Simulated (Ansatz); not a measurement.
**Lattice constant a of TiSi (model structure, started from the NbAs type, I4₁md, No. 109, 4 atoms in the cell) at several levels of theory**

No measured value is used here.

```csv
level (code),value (Å)
LDA (Ansatz),2.669
PBE (Ansatz),2.743
PBE-D3(BJ) (Ansatz),2.682
```

Ansatz's density-functional and Hartree–Fock values are scalar-relativistic unless marked +SOC, with PAW data made under PBE.

A model structure was made by putting elements into a prototype or built by hand; it is no filed structure, need not be a known phase, and can be a saddle point held by its symmetry.

Ansatz is a quantum-chemistry and plane-wave program.
